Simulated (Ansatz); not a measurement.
Ansatz (a quantum-chemistry and plane-wave program) run on ZrGeIr (Pnma, 12 atoms in the cell): self-consistent single point.

Method of the run: LDA (PW92), default PAW files made with PBE (plane waves; Ansatz).

```
ZrGeIr
1.0
    6.70445     0.00000     0.00000
    0.00000     4.10373     0.00000
    0.00000     0.00000     7.65339
Zr Ge Ir
4 4 4
Direct
  0.01942   0.25000   0.18717
  0.98058   0.75000   0.81283
  0.48058   0.75000   0.68717
  0.51942   0.25000   0.31283
  0.77089   0.25000   0.61712
  0.22911   0.75000   0.38288
  0.72911   0.75000   0.11712
  0.27089   0.25000   0.88288
  0.15114   0.25000   0.56580
  0.84886   0.75000   0.43420
  0.34886   0.75000   0.06580
  0.65114   0.25000   0.93420
```

Reference input (self-consistent single point, DFT, LDA (PW92), plane waves, default PAW files made with PBE): basis.ecutwfc = 420 eV; kpoints.mp_grid.grid = 4 6 3; hamiltonian.xc = lda; hamiltonian.pseudopotentials = {kind: paw} (the program's default PAW files); scf.occupations.method = cold; scf.occupations.width = 0.1 eV. This run's input differs from it in these lines:

Ansatz 0.2 input:
```diff
@@ -27,3 +27,3 @@
 scf:
-  occupations: { method: cold, width: 0.1 }
+  occupations: { method: cold, width: 0.5 }
 output:
```

Log, with long lists cut:

```
SCF iter   1: F=—  HF=-79836.960499 eV  |F-HF|=—  |Δ(HF+E_count)|=         —  Δρ=6.10e-3  dr2=4.46e-2  ethr=1.77e-3  ⟨swp⟩=5.0  Hψ=7650  notcnv=0
all-band conjugate gradients solve this SCF's bands
preconditioner: auto → Kerker (q_TF=auto, 2.638 Å⁻¹)
SCF iter   2: F=—  HF=-79836.955582 eV  |F-HF|=—  |Δ(HF+E_count)|=   4.92e-3  S|Δr|=    0.00e0  Δρ=3.51e-3  dr2=2.07e-2  ethr=2.59e-5  ⟨swp⟩=2.0  Hψ=3941  notcnv=0
   [... lines left out ...]
SCF iter   6: F=—  HF=-79836.950320 eV  |F-HF|=—  |Δ(HF+E_count)|=   2.94e-4  S|Δr|=    0.00e0  Δρ=2.33e-5  dr2=2.31e-6  ethr=1.24e-8  ⟨swp⟩=2.0  Hψ=3204  notcnv=0
SCF iter   7: F=—  HF=-79836.950319 eV  |F-HF|=—  |Δ(HF+E_count)|=   5.82e-7  S|Δr|=    0.00e0  Δρ=5.76e-6  dr2=1.47e-7  ethr=1.34e-9  ⟨swp⟩=2.0  Hψ=3211  notcnv=0
SCF iter   8: F=-79836.950319 eV  HF=-79836.950319 eV  |F-HF|=3.20e-9  |Δ(HF+E_count)|=   2.89e-8  S|Δr|=    0.00e0  Δρ=1.07e-6  dr2=4.52e-9  ethr=5.81e-11  ⟨swp⟩=8.3  Hψ=8255  notcnv=0
SCF 1 converged in 8 iterations: F = -79836.950319 eV  dr2 = 4.52e-9
Stability not checked (fill_not_monotonic)
Free energy (F): -79836.950319 eV
Internal energy: -79836.970567 eV  (E = F + TS)
E sigma→0 (E₀):  -79836.957069 eV
Entropy (-TS):   0.020248 eV (1.687 meV/atom)
Fermi energy:    16.707787 eV
--- Forces (eV/Å), atoms counted from 1 ---
  atom   1  Zr     0.02592347    -0.00000000     0.21708449
  atom   2  Zr    -0.02592347    -0.00000000    -0.21708449
  atom   3  Zr    -0.02592347     0.00000000     0.21708449
  atom   4  Zr     0.02592347     0.00000000    -0.21708449
   [... lines left out ...]
  atom  12  Ir    -0.09521396     0.00000000     0.08734552
--- Stress (GPa, compression-positive) ---
      -15.250819       0.000000       0.000000
        0.000000     -14.649166       0.000000
        0.000000       0.000000     -14.874174
  P = ⅓ Tr σ = -14.9247 GPa (-149.247 kbar)
  The stress holds the Pulay correction. Without it, at fixed plane waves, as pw.x and ABINIT print it: P = -14.9606 GPa
```

The run converged in 8 iterations. Against the reference run the free energy stays essentially unchanged (within 1 meV/atom), the pressure stays near -14.92 GPa while the xx stress (positive for compression) goes from -14.66 to -15.25 GPa and the largest force goes from 0.173 to 0.219 eV/Å.

The starting cell comes from a database of computed structures (which also holds hypothetical and non-ambient phases and stackings), without a prior relaxation at this level. Its lattice was rescaled by a random factor within 2.5 % of one. Spin polarisation is off. With a pressure of about -15 GPa the cell is away from its equilibrium volume at this level. Ansatz's pressure includes its estimate of the finite-basis (Pulay) stress.
